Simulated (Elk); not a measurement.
Input and output of a self-consistent single point for K (Im-3m, 1 atom in the cell) (Elk).

Level of theory: LDA (PW92), all-electron FP-LAPW, Elk's shipped species files, APW+lo basis with extra local orbitals in Elk.

```yaml
crystal:
  lattice:
    - [-2.64000, 2.64000, 2.64000]
    - [2.64000, -2.64000, 2.64000]
    - [2.64000, 2.64000, -2.64000]
  atoms:
    - { symbol: K, position: [0.00000, 0.00000, 0.00000] }
```

Reference input (self-consistent single point, DFT, PBE, all-electron FP-LAPW, Elk's shipped species files, APW+lo basis with extra local orbitals): xctype = 20; rgkmax = 8; stype = 0; swidth = 0.00499791 Ha; ngridk = 9 9 9; gmaxvr = 14 1/bohr; nxlo = 2; lorbcnd = true; lmaxi = 3; maxscl = 100. This run's input differs from it in these lines:

```diff
@@ -2,5 +2,2 @@
   0
-
-xctype
-  20
```

Output (repeated stretches shortened):

```
│ Self-consistent loop started │
│ Loop number : 1 │
 total energy                :     -600.953157908
│ Loop number : 2 │
 total energy                :     -600.951439754
RMS change in Kohn-Sham potential (target) :   0.1862550465E-01 (  0.1000000000E-05)
Absolute change in total energy (target)   :   0.1718154152E-02 (  0.1000000000E-03)
│ Loop number : 3 │
 total energy                :     -600.923217610
RMS change in Kohn-Sham potential (target) :   0.1699945288E-01 (  0.1000000000E-05)
Absolute change in total energy (target)   :   0.2865168259E-01 (  0.1000000000E-03)
│ Loop number : 4 │
   [... lines left out ...]
Absolute change in total energy (target)   :   0.6040622792E-03 (  0.1000000000E-03)
│ Loop number : 11 │
 total energy                :     -600.604072231
RMS change in Kohn-Sham potential (target) :   0.1999184935E-06 (  0.1000000000E-05)
Absolute change in total energy (target)   :   0.1459763159E-03 (  0.1000000000E-03)
│ Loop number : 12 │
 total energy                :     -600.604074331
RMS change in Kohn-Sham potential (target) :   0.1173842999E-07 (  0.1000000000E-05)
Absolute change in total energy (target)   :   0.3439427064E-04 (  0.1000000000E-03)
Convergence targets achieved

│ Loop number : 13 │

Energies :
 Fermi                       :     0.252259870995E-01
 total energy                :     -600.604074533

Density of states at Fermi energy :    17.96513163
 (states/Hartree/unit cell)

Estimated indirect band gap :   0.3669689571E-02
 from k-point     23 to k-point      5
Estimated direct band gap   :   0.6948396612E-01
 at k-point     23

Charges :
 core                        :    10.00000000
 valence                     :    9.000000000
 interstitial                :    1.439576987
 muffin-tins (core leakage)
  species :    1 (K)
   atom    1                 :    17.56042301     (  0.1157669764E-06)
 total in muffin-tins        :    17.56042301
 total calculated charge     :    19.00542144
 total charge                :    19.00000000
 error                       :   0.5421438330E-02

│ Self-consistent loop stopped │
```

The run converged in 13 iterations. The count includes the last loop, which Elk runs after its targets are met. 

The starting cell has typed, rounded lattice constants, without a prior relaxation at this level. Values depend on the basis (sphere radii, cutoffs, local orbitals), which need not be converged. The log's line on a gap gives a spacing of levels on this mesh, which the program prints for metals too.
